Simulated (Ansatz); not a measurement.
Start from MgS in the rock salt structure (space group Fm-3m, No. 225; a = 5.1821 Å).

Perturbation: a hydrostatic pressure of 1.5 GPa.

Levels (all Ansatz, a program for electronic structure, PAW): PBEsol (420 eV, without spin-orbit coupling); HSE06 (420 eV, no SOC).

The geometry is relaxed with PBEsol.

PBEsol lowest conduction level above the VBM at special points: X 2.76 eV; Γ 3.84 eV; U 3.85 eV

Task: How does going to HSE06 change the lowest conduction level above the VBM at special points?

Result: The lowest conduction level above the VBM at special points goes from X 2.76 eV; Γ 3.84 eV; U 3.85 eV to X 3.88 eV; Γ 5.09 eV; U 5.00 eV.

Single points use the geometry relaxed with PBEsol. The hybrid gap comes from the SCF mesh plus the semilocal run's edge points and a few special points and is an upper bound. The levels and masses belong to the bands next to the band gap. Load acts through the strain it causes; cell and atoms are relaxed under it. Whether these cells are dynamically stable was not tested. The base started in P3_121 and relaxed to Fm-3m at this level.
